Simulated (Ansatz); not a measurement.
Phonon-limited resistivity of ZrSi (Cmcm) against temperature in μΩ·cm, PBEsol, DFPT electron-phonon coupling, linearised Boltzmann equation (Ansatz, a first-principles code), harmonic crystal at a fixed cell. x, y and z are the axes of this cell:
```yaml
crystal:
  lattice:
    - [1.86756, -4.94101, 0.00000]
    - [1.86756, 4.94101, 0.00000]
    - [0.00000, 0.00000, 3.73693]
  atoms:
    - { symbol: Zr, position: [0.64525, 0.35475, 0.25000] }
    - { symbol: Zr, position: [0.35475, 0.64525, 0.75000] }
    - { symbol: Si, position: [0.92107, 0.07893, 0.25000] }
    - { symbol: Si, position: [0.07893, 0.92107, 0.75000] }
```

| T | ρ (x) | ρ (y) | ρ (z) |
|---|---|---|---|
| 50 K | 0.26 | 0.23 | 0.21 |
| 77 K | 1.03 | 1.00 | 0.82 |
| 100 K | 2.0 | (withheld) | 1.61 |
| 150 K | 4.7 | 4.6 | (withheld) |
| 200 K | 7.5 | 7.4 | 6.0 |
| 250 K | 10.4 | 10.1 | 8.3 |
| 273 K | 11.6 | 11.3 | 9.3 |
| 300 K | 13.1 | 12.8 | 10.5 |
| 350 K | 15.8 | 15.4 | 12.7 |
| 400 K | 18.5 | 18.0 | 14.8 |
| 500 K | 24 | 23 | 19.0 |
| 600 K | 29 | 28 | 23 |
| 800 K | 40 | 39 | 32 |

Q: Complete the blanks.

A: 
- 100 K, ρ (y): 2.00
- 150 K, ρ (z): 3.7

A metal at this level (no band gap). Only scattering by harmonic phonons is included (no impurities, grain boundaries, electron-electron scattering or thermal expansion). Spin-orbit coupling is left out. Halving the electron mesh (24x24x24) moves the resistivity by up to 8 %. Smearing 0.20 eV; phonons on a 4x4x4 q mesh, which this run doesn't test and which matters most at low temperature.

Formula and space group known from diffraction (Crystallography Open Database), not checked to be the room-temperature form: ZrSi (Cmcm).
